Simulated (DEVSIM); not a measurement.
System: Pd/AlN/SiO2/p-Si capacitor, at 300 K.

| layer (left to right) | material | thickness (nm) | Na (cm⁻³) |
|---|---|---|---|
| 1 | AlN | 3.90 | - |
| 2 | SiO2 | 1.10 | - |
| 3 | Si | 15000 | 1.5e15 |

Metal gate on the left, work function 5.2 eV. Fixed charge at the semiconductor interface -2.3e11 cm⁻² (in units of +e); no interface traps.

Constants are typed, rounded textbook-type inputs, not results; the design itself was drawn at random and stands for no fabricated device. Values at 300 K.

```tsv
parameter	AlN	SiO2	Si
gap (eV)	6.1	9	1.124
affinity (eV)	1.9	0.9	4.05
permittivity	8.5	3.9	11.7
Nc (cm⁻³)	-	-	2.86e19
Nv (cm⁻³)	-	-	3.1e19
```

DEVSIM, 1D Poisson equation in equilibrium, Boltzmann statistics, complete ionisation; no quantum confinement or tunnelling. Metal contacts follow the ideal Schottky-Mott rule: no Fermi-level pinning, no interface dipoles.

### Question
Tabulate band edges, carrier densities and field at 0.7 V on the gate.

### Answer
Energies count from the Fermi level of the right contact; mesh points crowd at the junctions.

| x (μm) | Ec (eV) | Ev (eV) | n (cm⁻³) | p (cm⁻³) | field (V/cm) |
|---|---|---|---|---|---|
| 0.000 | 2.600 | -3.500 | < 1e2 | < 1e2 | 66000 |
| 0.001346 | 2.609 | -3.491 | < 1e2 | < 1e2 | 66000 |
| 0.002946 | 2.620 | -3.480 | < 1e2 | < 1e2 | 66000 |
| 0.004148 | 3.630 | -5.370 | < 1e2 | < 1e2 | 140000 |
| 0.005124 | 0.492 | -0.632 | 1.6e11 | 7.5e8 | 13000 |
| 0.007158 | 0.495 | -0.629 | 1.4e11 | 8.3e8 | 13000 |
| 0.01241 | 0.501 | -0.623 | 1.1e11 | 1.1e9 | 13000 |
| 0.03288 | 0.526 | -0.598 | 4.1e10 | 2.8e9 | 12000 |
| 0.07886 | 0.580 | -0.544 | 5.2e9 | 2.2e10 | 11000 |
| 0.1912 | 0.689 | -0.435 | 7.7e7 | 1.5e12 | 8400 |
| 0.4879 | 0.840 | -0.284 | 220000 | 5.3e14 | 2200 |
| 1.700 | 0.867 | -0.257 | 77000 | 1.5e15 | ≈ 0 |
| 4.240 | 0.867 | -0.257 | 77000 | 1.5e15 | ≈ 0 |
| 9.840 | 0.867 | -0.257 | 77000 | 1.5e15 | ≈ 0 |
| 13.53 | 0.867 | -0.257 | 77000 | 1.5e15 | ≈ 0 |
| 14.42 | 0.867 | -0.257 | 77000 | 1.5e15 | ≈ 0 |
| 14.78 | 0.867 | -0.257 | 77000 | 1.5e15 | ≈ 0 |
| 14.91 | 0.867 | -0.257 | 77000 | 1.5e15 | ≈ 0 |
| 14.98 | 0.867 | -0.257 | 77000 | 1.5e15 | ≈ 0 |
| 15.00 | 0.867 | -0.257 | 77000 | 1.5e15 | ≈ 0 |
| 15.00 | 0.867 | -0.257 | 77000 | 1.5e15 | ≈ 0 |
| 15.01 | 0.867 | -0.257 | 77000 | 1.5e15 | ≈ 0 |
